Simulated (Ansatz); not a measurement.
The starting structures come from a database of crystals and need not be the phases stable at ambient conditions.

 Where the default PAW files enter, the runs use the earlier of Ansatz's two default sets.

Tunnelling through a barrier is set by its complex band structure: the current falls as exp(−2κd) with the smallest κ.

Given:

```
GaSrGeH
1.0
    4.21404     0.00000     0.00000
   -2.10702     3.64947     0.00000
    0.00000     0.00000     4.98667
Sr Ga Ge H
1 1 1 1
Cartesian
  0.00000   2.43297   0.00623
  2.10702   1.21649   2.78062
  0.00000   0.00000   2.19987
  2.10702   1.21649   4.51593
```

Space group of this cell: P3m1. The cell is taken as given; by PBEsol its mean pressure is -1.2 GPa.

Transport runs along the normal of the first two printed cell vectors, the (001) plane of the conventional cell.

The gap is the functional's own, uncorrected, and κ follows it; spin-orbit coupling is left out. Mid-gap values are interpolated between the computed energies.

Task: Predict the band gap and the smallest decay constant κ at mid-gap from PBEsol (Ansatz, a quantum-chemistry and plane-wave program).

Result: Gap 0.45 eV on a 12×12×6 mesh; κ = 0.062 1/Å, at the zone centre.
